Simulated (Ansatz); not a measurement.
Take Lu in the hcp (Mg type) structure (space group P6_3/mmc, No. 194; relaxed with 0.1 eV smearing) as the base.

```
CELL_PARAMETERS angstrom
      3.50616     0.00000     0.00000
     -1.75308     3.03643     0.00000
      0.00000     0.00000     5.48202
ATOMIC_POSITIONS crystal
  Lu 0.66667 0.33333 0.75000
  Lu 0.33333 0.66667 0.25000
```

Cartesian axes are those of the cell as printed.

Method: PBE (Ansatz, a program for electronic structure; PAW; 420 eV plane waves; no SOC).

For the base:

```
Item                            Result
-----------------------------  -------
Pressure                       0.0 GPa
Shortest interatomic distance  3.407 Å
```

Perturbation: uniaxial strain ε_zz = −1.00 %, all other strain components held at zero; the atoms relax in the strained cell.

**Question.** Estimate the effect on the pressure.

**Answer.** The pressure (mean of the normal stresses, compression positive) goes from zero to 0.5 GPa.

**Question.** Predict the new energy relative to the base.

**Answer.** The energy grows by 0.8 meV/atom.

**Question.** How does this affect the shortest interatomic distance?

**Answer.** The shortest interatomic distance falls by 0.022 Å to 3.385 Å.

No phonon test of stability was made.
